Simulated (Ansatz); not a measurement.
```xyz
2
Lattice="0.0000 3.1602 3.1602 3.1602 0.0000 3.1602 3.1602 3.1602 0.0000" Properties=species:S:1:pos:R:3 pbc="T T T"
Cd     0.0000     0.0000     0.0000
Se     1.5801     1.5801     1.5801
```

No spin polarisation.

The values are results of Ansatz (a first-principles code), PBE, PAW, cutoff 420 eV, no spin-orbit coupling, not measurements. k-mesh 9×9×9 (Γ-centred); smearing 0.05 eV (Fermi–Dirac).

Problem. What gap character does the calculation give?

Solution. Direct at Γ.

Problem. Predict the electron mass.

Solution. 0.042 mₑ (at Γ).

Problem. What is the computed space group?

Solution. F-43m (No. 216).

The cells carry an imposed strain or load. Masses are band curvatures over ±0.01 Å⁻¹ around the edge. No phonon test of stability was made. The cell was made from CdSe in the zinc blende structure (space group F-43m, No. 216) by this change: isotropic strain +2.00 %.
